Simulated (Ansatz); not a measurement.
**How far PBE and PBEsol part for AlAs**

Start from AlAs in the zinc blende structure (space group F-43m, No. 216; a = 5.728 Å).

(Cell as relaxed with PBE.)

Levels (all Ansatz, a program for electronic structure, PAW): PBE (420 eV, no spin-orbit coupling); PBEsol (420 eV, no spin-orbit coupling).

Each level relaxes its own structure.

```json
[
 {"quantity": "volume per atom", "PBE": "23.50 Å³", "PBEsol": "22.84 Å³"},
 {"quantity": "lattice parameter a", "PBE": "5.728 Å", "PBEsol": "5.675 Å"},
 {"quantity": "band gap", "PBE": "1.50 eV", "PBEsol": "1.34 eV"},
 {"quantity": "gap character", "PBE": "indirect, Γ → X", "PBEsol": "indirect, Γ → X"},
 {"quantity": "electron mass", "PBE": "0.90 mₑ along k, 0.24 mₑ across", "PBEsol": "0.87 mₑ along k, 0.24 mₑ across"},
 {"quantity": "hole mass (degenerate bands, along [100])", "PBE": "0.11, 0.49, 0.49 mₑ", "PBEsol": "0.11, 0.48, 0.48 mₑ"}
]
```

PBE's volume per atom lies 0.66 Å³ above PBEsol's (2.9 %); PBE's lattice parameter a lies 0.0538 Å above PBEsol's (0.9 %); PBE's band gap lies 0.16 eV above PBEsol's; the two agree on the gap character. Neither level is exact; PBEsol is the comparison here, not a measurement.

Masses are band curvatures over ±0.01 Å⁻¹ around the edge. Along k means along the line from Γ to the band edge. Whether these cells are dynamically stable was not tested.
